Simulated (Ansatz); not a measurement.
Base system: Rb₃As (space group P6/mmm, No. 191; a = 6.1862 Å, c = 6.7679 Å; a hypothetical phase, not in the database extracts checked).

The values are results of PBEsol in Ansatz (plane waves to 420 eV, PAW, without spin-orbit coupling), not measurements.

For the base:

The pressure is 0.0 GPa. The band gap comes out as zero.

Now apply this change: every lattice vector is shortened by 5.93 %, atoms relaxed at fixed cell.

Question: Estimate the effect on the energy relative to the base.

Answer: The energy rises by 63 meV/atom.

Question: Estimate the effect on the pressure.

Answer: The pressure (mean of the normal stresses, compression positive) goes from zero to 2.5 GPa.

Question: Estimate the effect on the band gap.

Answer: The band gap stays zero.

The cells carry an imposed strain or load. No phonon test of stability was made. All final runs are without spin polarisation. A zero or small gap of Rb3As can be the functional's error rather than a property of the material.

Ansatz is an electronic-structure program.
